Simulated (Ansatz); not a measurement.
The reference is Sc in the fcc (Cu type) structure (space group Fm-3m, No. 225; a = 4.5595 Å; relaxed with 0.1 eV smearing). Axes: x, y, z lie along the cube axes.

All numbers come from DFT with PBEsol, PAW potentials and a 420 eV plane-wave cutoff in Ansatz (an electronic-structure program), no spin-orbit coupling.

A first run, uniaxial strain ε_xx = +1.56 %, gives secant values C11 ≈ 70 GPa and C12 ≈ 42 GPa from its stress. A second run applies biaxial strain +2.45 %, plane normal [001], relaxed out of plane.

Problem. What does linear elasticity predict for −ε⊥/ε∥ in the second run, and what does the run give?

Solution. Linear elasticity: 2 C12/C11 = 1.20. The run gives 1.26; any difference comes from nonlinear terms at these strains and numerical noise.

Whether these cells are dynamically stable was not tested. All final runs are without spin polarisation. This is not the structure that Sc has at room temperature and ambient pressure.
